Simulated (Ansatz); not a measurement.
BeS (model structure, started from the CsCl type, Pm-3m, No. 221, 2 atoms in the cell), treated with LDA (Ansatz, a first-principles code, plane waves, PAW).

The input as run:

Ansatz 0.2 input:
```yaml
crystal:
  lattice:
    - [2.8910274388, 0.0, 0.0]
    - [0.0, 2.8910274388, 0.0]
    - [0.0, 0.0, 2.8910274388]
  atoms:
    - { symbol: Be, position: [0.0, 0.0, 0.0] }
    - { symbol: S, position: [0.5, 0.5, 0.5] }
basis:
  ecutwfc: 520
  ecutrho_ratio: 4
  xc_grid: 2
kpoints:
  mp_grid: { grid: [20, 20, 20] }
hamiltonian:
  xc: lda
  dispersion: none
  pseudopotentials: { kind: paw }
scf:
  occupations: { method: fermi_dirac, width: 0.05 }
output:
  forces: true
  stress: true
  eigenvalues: true
relax:
  f_tol: 0.004
  escape_saddle: false
  max_steps: 80
```

Output (set-up and result lines):

```
WARN output.stress: scf.convergence.dr2_threshold = 1e-7 eV (the SCF's general default) is looser than the 2e-10 eV advised for a printed stress (1e-10 eV for …
Relaxation: its limit of steps is 80 (relax.max_steps)
Crystal: 2 atoms, lattice volume = 24.163 Å³
Basis set: ecut = 520 eV, 619 PW (Γ), exchange–correlation on 48×48×48 points (8 copies of the dense FFT grid, shifted against one another)
Bands: 8, of which v1, the nominal top of the filled ones, is band 4 counted from 1 (3 counted from 0)
Symmetry: 48 space group operations
Space group: Pm-3m (ITA 221), of the structure as read, at distance tolerance 2.9e-5 Å
k-points: 286 of 8000
Functional: x = slater, c = lda
SCF iter   1: F=—  HF=-957.113700 eV  |F-HF|=—  |Δ(HF+E_count)|=         —  Δρ=5.45e-3  dr2=8.51e-3
SCF iter   2: F=—  HF=-957.111922 eV  |F-HF|=—  |Δ(HF+E_count)|=   1.78e-3  Δρ=3.76e-3  dr2=4.96e-3
  ...
SCF iter   5: F=-957.110267 eV  HF=-957.110267 eV  |F-HF|=2.17e-8  |Δ(HF+E_count)|=   3.19e-7  Δρ=8.54e-6  dr2=2.82e-8
SCF iter   6: F=-957.110267 eV  HF=-957.110267 eV  |F-HF|=1.38e-10  |Δ(HF+E_count)|=   7.38e-9  Δρ=6.83e-7  dr2=1.81e-10
SCF 1 converged in 6 iterations: F = -957.110267 eV  dr2 = 1.81e-10
SCF converged after 6 iterations
Free energy (F): -957.110267 eV
Internal energy: -957.103301 eV  (E = F + TS)
E sigma→0 (E₀):  -957.106784 eV
Fermi energy:    9.152375 eV
--- Stress (GPa, compression-positive) ---
       -1.829862       0.000000       0.000000
        0.000000      -1.829862       0.000000
        0.000000       0.000000      -1.829862
  P = ⅓ Tr σ = -1.8299 GPa (-18.299 kbar)
```

The cell is one volume of an energy–volume scan, off the minimum.

The PAW data were made under PBE.

Note: the relaxation could raise the start's symmetry but not lower it, so the cell can be a saddle point.

It cost around 11 core-seconds (rough) of CPU time.

A model structure was made by putting elements into a prototype or built by hand; it is no filed structure, need not be a known phase, and can be a saddle point held by its symmetry.
